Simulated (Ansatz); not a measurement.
We consider white tin (β-Sn), described by PBE (PAW; Ansatz, an electronic-structure program).

Numerical settings: plane-wave cutoff 520 eV, 20×20×20 k mesh, Fermi–Dirac smearing 0.05 eV, scalar-relativistic PAW data made under PBE.

Computed points:

```json
[
 {"V (Å³/atom)": "27.271", "E − E_lowest (meV/atom)": "7.31", "P (GPa)": "2.145"},
 {"V (Å³/atom)": "27.839", "E − E_lowest (meV/atom)": "1.75", "P (GPa)": "1.009"},
 {"V (Å³/atom)": "28.407", "E − E_lowest (meV/atom)": "0.00", "P (GPa)": "0.000"},
 {"V (Å³/atom)": "28.976", "E − E_lowest (meV/atom)": "1.62", "P (GPa)": "-0.898"},
 {"V (Å³/atom)": "29.544", "E − E_lowest (meV/atom)": "6.25", "P (GPa)": "-1.697"}
]
```

Q: Estimate the bulk modulus from the pressures at 27.839 and 28.976 Å³/atom, and compare it with a fit to all energies.

A: B = −V dP/dV. Between V = 27.839 and 28.976 Å³/atom, dP/dV = (-0.898 − (1.009))/(28.976 − 27.839) = -1.68 GPa per Å³/atom; at the midpoint 28.407 Å³/atom this gives B ≈ 47.6 GPa. The third-order Birch–Murnaghan fit gives V0 = 28.407 Å³/atom, B0 = 47.6 GPa, B′ = 4.9, which lies within 1 % of that estimate.

Shape and atoms are relaxed at each volume.

Measured, for comparison: bulk modulus 57.0 GPa (temperature not stated, not corrected to a static lattice; as tabulated in Chen et al. (2023), arXiv:2209.05059). Computed (rounded) less measured: bulk modulus -16 %.

Note: the bulk modulus comes from volumes at which shape and atoms were relaxed.

Spin–orbit coupling is not included.
